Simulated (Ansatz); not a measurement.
CsPbCl$_{3}$ under load (space group Pm-3m), PBEsol with spin-orbit coupling, rigid bands in Ansatz (a quantum-chemistry and plane-wave program). Condition of this run: hydrostatic pressure -2 GPa (the target of the relaxation). Band gap 1.00 eV, N_c = 2.40e18 cm⁻³ and N_v = 2.32e18 cm⁻³ at 300 K, conductivity masses of 0.222 mₑ (electrons) and 0.217 mₑ (holes). Take k_BT = 0.02585 eV.

Question: A film of it is 3 nm thick. Estimate the confinement energies in an infinite well.

Answer: ħ²π²/(2m t²) = 0.376 eV·nm²/(m/mₑ × t²) gives 188 meV for electrons and 193 meV for holes, so the gap would widen to about 1.38 eV. Finite barriers and nonparabolic bands lower this, and with several valleys or bands the heaviest mass along the normal sets the lowest level, not this average.

Question: What thermal injection velocity √(2k_BT/πm) limits a ballistic channel?

Answer: 1.14e7 cm/s for electrons and 1.15e7 cm/s for holes, a ratio of √(m_h/m_e) = 0.989, for dilute carriers.

Question: What built-in voltage has an abrupt junction with N_A = 1e17 and N_D = 1e17 cm⁻³, all dopants ionised?

Answer: V_bi = E_g/e − (k_BT/e) ln(N_c N_v/(N_A N_D)) = 1.00 − 0.02585 × 6.32 = 0.84 V, for the computed gap.

Rigid bands with the computed gap; masses take one relaxation time for all states.

CsPbCl3 under load (space group Pm-3m): a high-temperature phase held by its symmetry.
